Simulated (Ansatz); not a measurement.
A constructed model of the (110) surface of bcc Nb, a layer of Si in place of the third plane (bottom of the slab: a bare face, its two planes held)

All values below come from PBE (plane waves to 420 eV, PAW; Ansatz, a program for electronic structure).

Set-up: 6 atoms, 11.1 Å thick at the start; mesh 14x14x1; 0.1 eV smearing; dipole correction on; 2 atoms held, the rest relaxed; held to the start's symmetry, so lower structures may exist; no spin, no spin-orbit, no U. In PBE it is, or lies within 0.01 eV a 1x1 cell of, the lowest of the 2 structures of its composition computed so far; larger cells were not tried.

work function of the top face: 4.47 eV
energy released by relaxation: 0.011 eV
cost: roughly 5 core-minutes
